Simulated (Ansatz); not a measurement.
Reference: BN (F-43m), PBEsol, rigid bands (plane waves, PAW, scalar-relativistic; Ansatz, a quantum-chemistry and plane-wave program); axes and stresses refer to this cell.

```
CELL_PARAMETERS angstrom
      0.00000     1.80255     1.80255
      1.80255     0.00000     1.80255
      1.80255     1.80255     0.00000
ATOMIC_POSITIONS crystal
  B  0.00000 0.00000 0.00000
  N  0.75000 0.75000 0.75000
```

band gap: 4.30 eV
hole conductivity mass: 0.69 mₑ
Seebeck coefficient, p-type 1e19 cm⁻³: 399 μV/K

Q: Change: functional PBE, cell relaxed with it. What happens to band gap, hole conductivity mass, Seebeck coefficient, p-type 1e19 cm⁻³?

A: band gap grows to 4.46 eV; hole conductivity mass moves little, to 0.70 mₑ; Seebeck coefficient, p-type 1e19 cm⁻³ moves little, to 399 μV/K.

Q: Change: functional r2SCAN on the same cell. What happens to band gap, hole conductivity mass, Seebeck coefficient, p-type 1e19 cm⁻³?

A: band gap goes up to 5.00 eV; hole conductivity mass moves little, to 0.67 mₑ; Seebeck coefficient, p-type 1e19 cm⁻³ moves little, to 395 μV/K.

Masses are for dilute carriers at 300 K, harmonic means over directions unless an axis is named. Seebeck coefficients are for the stated density at 300 K, with one relaxation time for all states and whether or not that doping can be reached. Spin-orbit coupling is left out unless a row names it.
